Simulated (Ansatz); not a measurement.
# Response to strain in CaO

Take CaO in the rock salt structure (space group Fm-3m, No. 225; a = 4.767 Å) as the base. Axes: x, y, z lie along the cube axes.

Strains are applied to the cell and any free atomic positions relax; under biaxial strain the out-of-plane vector relaxes too.

Computed with PBEsol in Ansatz (plane waves to 420 eV, PAW, no SOC).

```json
[
 {"biaxial strain, plane normal [111], relaxed out of plane (%)": "-2.5", "out-of-plane strain (%)": "1.46"},
 {"biaxial strain, plane normal [111], relaxed out of plane (%)": "-2.08", "out-of-plane strain (%)": "?"},
 {"biaxial strain, plane normal [111], relaxed out of plane (%)": "-1.67", "out-of-plane strain (%)": "0.97"},
 {"biaxial strain, plane normal [111], relaxed out of plane (%)": "-1.25", "out-of-plane strain (%)": "0.72"},
 {"biaxial strain, plane normal [111], relaxed out of plane (%)": "-0.83", "out-of-plane strain (%)": "0.48"},
 {"biaxial strain, plane normal [111], relaxed out of plane (%)": "-0.42", "out-of-plane strain (%)": "0.24"},
 {"biaxial strain, plane normal [111], relaxed out of plane (%)": "0", "out-of-plane strain (%)": "0.00"}
]
```

Problem. Fit ε⊥ = −νε + γε² (strains in %) to the rows shown and predict the withheld row.

Solution. Least squares on the printed values gives ν = 0.57 (the biaxial Poisson response) and γ = 0.005 (largest residual 0.00 %); this predicts 1.21 %, and the run gives 1.21 %, in agreement.

Whether these cells are dynamically stable was not tested.

Ansatz is an electronic-structure program.
